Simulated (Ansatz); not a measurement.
Results of PBEsol (PAW; Ansatz, a program for electronic structure) for WO3 (P-42₁m, No. 113, 16 atoms in the cell; start mp-2235359; a measured phase of this formula has another space group).

Settings: plane-wave cutoff 500 eV, 6×6×10 k mesh (along the axes of the cell as run), gaussian smearing 0.02 eV, no spin polarisation, scalar-relativistic PAW data made under PBE.

Cell (relaxed at this level):

```xyz
16
Lattice="7.5715 0.0000 0.0000 0.0000 7.5715 0.0000 0.0000 0.0000 3.8787" Properties=species:S:1:pos:R:3 pbc="T T T"
W      5.5430     1.7572     0.2133
W      1.7572     2.0285     3.6655
W      2.0285     5.8143     0.2133
W      5.8143     5.5430     3.6655
O      5.6362     1.8505     1.9813
O      1.8505     1.9353     1.8974
O      1.9353     5.7210     1.9813
O      5.7210     5.6362     1.8974
O      3.8285     5.6846     0.0159
O      5.6846     3.7430     3.8628
O      3.7430     1.8869     0.0159
O      1.8869     3.8285     3.8628
O      0.0427     5.6726     3.8628
O      1.8989     0.0427     0.0159
O      7.5288     1.8989     3.8628
O      5.6726     7.5288     0.0159
```

Question: Estimate the band gap that the calculation returns.

Answer: 
band gap: 1.17 eV (on the SCF k mesh)

Note: the relaxation could not lower the start's symmetry, so the cell can be a saddle point above a distorted one.

Spin–orbit coupling is not included.

Static lattice: no zero-point or thermal effects.

A start named mp-… is a Materials Project structure, which need not be a measured phase.
